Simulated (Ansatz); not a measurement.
**A computed series for ScAl3: response to strain**

Start from ScAl$_{3}$ in the Cu3Au type structure (space group Pm-3m, No. 221; a = 4.033 Å; relaxed with 0.1 eV smearing).

Strains are applied to the cell and any free atomic positions relax.

Calculations: Ansatz (an electronic-structure program) LDA, without spin-orbit coupling.

Notes on the quantities. energy relative to the base: free energy F.

```csv
case,energy relative to the base,volume per atom,pressure
base,0 meV/atom,16.40 Å³,0.0 GPa
isotropic strain −3.00 %,+44 meV/atom,14.96 Å³,10.6 GPa
isotropic strain −2.40 %,+27 meV/atom,15.24 Å³,8.1 GPa
isotropic strain −1.80 %,+15 meV/atom,15.53 Å³,5.9 GPa
isotropic strain −1.20 %,+6.6 meV/atom,15.81 Å³,3.8 GPa
isotropic strain −0.60 %,+1.6 meV/atom,16.10 Å³,1.8 GPa
```

Whether these cells are dynamically stable was not tested. All final runs are without spin polarisation.
